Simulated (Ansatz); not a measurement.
Take HfN in the rock salt structure (space group Fm-3m, No. 225; a = 4.5257 Å; relaxed with 0.1 eV smearing) as the base. Axes: x, y, z lie along the cube axes.

All numbers come from r2SCAN (Ansatz, a quantum-chemistry and plane-wave program), without spin-orbit coupling.

Strains are applied to the cell and any free atomic positions relax.

One change was made to it. Results:

| quantity | base | after |
|---|---|---|
| energy relative to the base (free energy F) | 0 meV/atom | +5.5 meV/atom |
| pressure (mean of the normal stresses, compression positive) | 0.0 GPa | 0.1 GPa |

Task: Name the change that was made.
(A) tensor shear ε_xy = +0.86 %
(B) tensor shear ε_xy = +1.71 %
(C) tensor shear ε_xy = +1.43 %
(D) tensor shear ε_xy = +2.00 %
(E) tensor shear ε_xy = +1.14 %

Result: B, tensor shear ε_xy = +1.71 %. For comparison, the energy relative to the base in the other runs: tensor shear ε_xy = +1.43 % gives +3.8 meV/atom; tensor shear ε_xy = +0.86 % gives +1.4 meV/atom; tensor shear ε_xy = +2.00 % gives +7.5 meV/atom; tensor shear ε_xy = +1.14 % gives +2.4 meV/atom.

Whether these cells are dynamically stable was not tested. All final runs are without spin polarisation. An odd electron count without spin: HfN.
